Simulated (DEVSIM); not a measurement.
Device: illuminated Si n-on-p cell, one wavelength, at 350 K.

```csv
layer (left to right),material,thickness (μm),Nd (cm⁻³),Na (cm⁻³),τn (s),τp (s),absorption coefficient (cm⁻¹)
1,Si,0.260,7e18,-,1.1e-7,5e-8,3700
2,Si,51.0,-,1.1e16,1.3e-5,4.2e-7,3700
```

Left contact: ohmic, minority hole recombination velocity 200 cm/s. Right contact: ohmic, minority electron recombination velocity 4e6 cm/s. Voltage is applied to the left contact. Recombination: SRH at mid-gap, radiative, Auger. Light enters at the left, 4.3e17 photons cm⁻² s⁻¹, one pass, no reflection. Mobility is constant in doping.

The device is made up for the run: typed textbook-type constants, with dimensions and the other settings drawn at random. Values at 300 K; Nc and Nv go as T^1.5, mobilities as T to minus their exponent, the gap by Varshni's rule with the affinity fixed.

```tsv
parameter	Si
gap (eV)	1.124
affinity (eV)	4.05
permittivity	11.7
Nc (cm⁻³)	2.86e19
Nv (cm⁻³)	3.1e19
μn (cm²/Vs)	1417
μp (cm²/Vs)	470
T exponent of μn	2.3
T exponent of μp	2.2
B (cm³/s)	4.7e-15
Cn (cm⁶/s)	2.8e-31
Cp (cm⁶/s)	9.9e-32
Varshni α (eV/K)	0.000473
Varshni β (K)	636
```

Model (solved in DEVSIM): 1D drift-diffusion, Boltzmann statistics, complete ionisation; no tunnelling, impact ionisation, image-force lowering or self-heating.

Question: Tabulate band edges, carrier densities and field at zero bias, in the dark.

Answer: Energies count from the Fermi level of the right contact; mesh points crowd at the junctions.

| x (μm) | Ec (eV) | Ev (eV) | n (cm⁻³) | p (cm⁻³) | field (V/cm) |
|---|---|---|---|---|---|
| 0.000 | 0.049 | -1.061 | 7.0e18 | 20000 | ≈ 0 |
| 0.02602 | 0.049 | -1.061 | 7.0e18 | 20000 | ≈ 0 |
| 0.07833 | 0.049 | -1.061 | 7.0e18 | 20000 | ≈ 0 |
| 0.1630 | 0.049 | -1.061 | 7.0e18 | 20000 | ≈ 0 |
| 0.2361 | 0.049 | -1.061 | 7.0e18 | 20000 | ≈ 0 |
| 0.2610 | 0.100 | -1.010 | 1.3e18 | 110000 | 120000 |
| 0.2903 | 0.270 | -0.841 | 4.7e15 | 3.1e7 | 44000 |
| 0.3928 | 0.630 | -0.481 | 3.1e10 | 4.7e12 | 26000 |
| 0.5763 | 0.855 | -0.256 | 1.8e7 | 8.0e15 | 2200 |
| 1.005 | 0.864 | -0.247 | 1.3e7 | 1.1e16 | ≈ 0 |
| 1.906 | 0.864 | -0.247 | 1.3e7 | 1.1e16 | ≈ 0 |
| 5.057 | 0.864 | -0.247 | 1.3e7 | 1.1e16 | ≈ 0 |
| 10.70 | 0.864 | -0.247 | 1.3e7 | 1.1e16 | ≈ 0 |
| 22.95 | 0.864 | -0.247 | 1.3e7 | 1.1e16 | ≈ 0 |
| 41.29 | 0.864 | -0.247 | 1.3e7 | 1.1e16 | ≈ 0 |
| 46.68 | 0.864 | -0.247 | 1.3e7 | 1.1e16 | ≈ 0 |
| 49.25 | 0.864 | -0.247 | 1.3e7 | 1.1e16 | ≈ 0 |
| 50.35 | 0.864 | -0.247 | 1.3e7 | 1.1e16 | ≈ 0 |
| 50.96 | 0.864 | -0.247 | 1.3e7 | 1.1e16 | ≈ 0 |
| 51.13 | 0.864 | -0.247 | 1.3e7 | 1.1e16 | ≈ 0 |
| 51.22 | 0.864 | -0.247 | 1.3e7 | 1.1e16 | ≈ 0 |
| 51.26 | 0.864 | -0.247 | 1.3e7 | 1.1e16 | ≈ 0 |
